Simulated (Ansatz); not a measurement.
An Ansatz (a first-principles code) input (Ansatz PBEsol-D3(BJ), no spin-orbit coupling):

Ansatz 0.2 input:
```yaml
crystal:
  lattice:
    - [3.7198373644, 0, 0]
    - [1.8599186822, 3.2214736555, 0]
    - [0, 0, 4.6466284606]
  atoms:
    - { symbol: Pt, position: [0, 0, 0] }
    - { symbol: Se, position: [0.3333333333, 0.3333333333, 0.2720132522] }
    - { symbol: Se, position: [0.6666666667, 0.6666666667, 0.7279867478] }
basis: { ecutwfc: 420, ecutrho_ratio: 4, xc_grid: 2, fft_grid_basis: typed }
kpoints: { mp_grid: { grid: [18, 18, 13] } }
hamiltonian:
  xc: pbesol
  dispersion: d3bj
  pseudopotentials: { kind: paw }
scf: { occupations: { method: fermi_dirac, width: 0.1 } }
relax: { f_tol: 0.005, max_steps: 50, cell: { stress_tol: 0.01, fix: [a, b, gamma] } }
output: { forces: true, stress: true }
checkpoint: { write: state.ck, write_every: 1000 }
```

### Question
Which symmetry and how many k-points will the program report, and about how many plane waves at Γ?

### Answer
Space group P-3m1 (ITA 164) with 12 operations, k-points 421 of 4212, and 1095 plane waves at Γ.

### Question
And the final pressure?

### Answer
0.72 GPa (compression positive).

The cells carry an imposed strain or load. No phonon test of stability was made. The final runs are not spin-polarised. The cell was made from PtSe2 in the CdI2 type structure (space group P-3m1, No. 164; layered) by this change: biaxial strain −0.50 %, plane normal [001], relaxed out of plane.
